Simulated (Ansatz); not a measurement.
Start from InSb in the zinc blende structure (space group F-43m, No. 216; a = 6.556 Å). Axes: x, y, z lie along the cube axes.

Method: Kohn–Sham DFT with the r2SCAN functional, run in Ansatz (a first-principles code) with PAW and 500 eV plane waves, scalar-relativistic without spin-orbit coupling.

Strains are applied to the cell and any free atomic positions relax; under biaxial strain the out-of-plane vector relaxes too.

One change was made to it. Results:

```tsv
quantity	base	after
energy relative to the base (free energy F)	0 meV/atom	+9.0 meV/atom
shortest interatomic distance	2.839 Å	2.860 Å
pressure (mean of the normal stresses, compression positive)	0.0 GPa	-1.5 GPa
```

Q: Which change produced these results?
A) isotropic strain +1.15 %
B) strain tensor (xx, yy, zz, yz, xz, xy) = (+1.80, +0.80, +1.12, +0.46, +1.38, +0.01) %
C) biaxial strain −0.81 %, plane normal [001], relaxed out of plane
D) biaxial strain +1.22 %, plane normal [111], relaxed out of plane
E) biaxial strain +0.70 %, plane normal [110], relaxed out of plane

A: B, strain tensor (xx, yy, zz, yz, xz, xy) = (+1.80, +0.80, +1.12, +0.46, +1.38, +0.01) %. For comparison, the energy relative to the base in the other runs: biaxial strain +1.22 %, plane normal [111], relaxed out of plane gives +2.9 meV/atom; isotropic strain +1.15 % gives +5.4 meV/atom; biaxial strain +0.70 %, plane normal [110], relaxed out of plane gives +0.9 meV/atom; biaxial strain −0.81 %, plane normal [001], relaxed out of plane gives +0.9 meV/atom.

A biaxial case was relaxed in a doubled cell and then solved in the primitive one. No phonon test of stability was made. The final runs are not spin-polarised.
